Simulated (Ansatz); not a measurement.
1T (CdI2-type) MgI2 was calculated with PBEsol (Ansatz, an electronic-structure program, PAW).

Run with plane-wave cutoff 520 eV, 12×12×6 k mesh (along the axes of the cell as run), Fermi–Dirac smearing 0.01 eV, scalar-relativistic PAW data made under PBE.

Starting structure:

```
CELL_PARAMETERS angstrom
      4.15000     0.00000     0.00000
     -2.07500     3.59401     0.00000
      0.00000     0.00000     6.86000
ATOMIC_POSITIONS crystal
  Mg 0.00000 0.00000 0.00000
  I  0.33333 0.66667 0.24200
  I  0.66667 0.33333 0.75800
```

Into what structure does the relaxation of cell and atoms lead at this level, with the symmetry of the start kept?

The volume increases by 1.4 %; final space group P-3m1.
```
CELL_PARAMETERS angstrom
      4.12949     0.00000     0.00000
     -2.06475     3.57625     0.00000
      0.00000     0.00000     7.02464
ATOMIC_POSITIONS crystal
  Mg 0.00000 0.00000 0.00000
  I  0.33333 0.66667 0.23759
  I  0.66667 0.33333 0.76241
```

Note: the cell comes from a level without a dispersion term, which matters for the spacing of layers, chains or molecules; the cell has widely spaced layers and the level no dispersion term, so their spacing and the moduli can rest on weak binding.
